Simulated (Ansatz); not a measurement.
SiO2 (P4₁2₁2, No. 92) was calculated with PBE (plane waves, PAW; Ansatz, a quantum-chemistry and plane-wave program).

Numerical settings: plane-wave cutoff 500 eV, 8×8×6 k mesh (along the axes of the cell as run), Fermi–Dirac smearing 0.05 eV, scalar-relativistic PAW data made under PBE.

Cell (relaxed at this level):

```cif
data_O8Si4
_chemical_formula_sum 'Si4 O8'
_space_group_name_H-M_alt 'P 1'
_space_group_IT_number 1
_cell_length_a 5.08432
_cell_length_b 5.08432
_cell_length_c 7.10190
_cell_angle_alpha 90.000
_cell_angle_beta 90.000
_cell_angle_gamma 90.000
loop_
_space_group_symop_operation_xyz
  'x, y, z'
loop_
_atom_site_label
_atom_site_type_symbol
_atom_site_fract_x
_atom_site_fract_y
_atom_site_fract_z
_atom_site_occupancy
Si1 Si 0.70625 0.70625 0.50000 1
Si2 Si 0.79375 0.20625 0.75000 1
Si3 Si 0.29375 0.29375 0.00000 1
Si4 Si 0.20625 0.79375 0.25000 1
O1 O 0.90673 0.75880 0.32585 1
O2 O 0.74120 0.40673 0.57585 1
O3 O 0.09327 0.24120 0.82585 1
O4 O 0.25880 0.59327 0.07585 1
O5 O 0.40673 0.74120 0.42415 1
O6 O 0.24120 0.09327 0.17415 1
O7 O 0.59327 0.25880 0.92415 1
O8 O 0.75880 0.90673 0.67415 1
```

Question: Estimate the band gap that the calculation returns.

Answer: 
band gap: 5.51 eV (on the SCF k mesh)

Note: the volume lies 7 % above that of the published cell.

Static lattice: no zero-point or thermal effects.
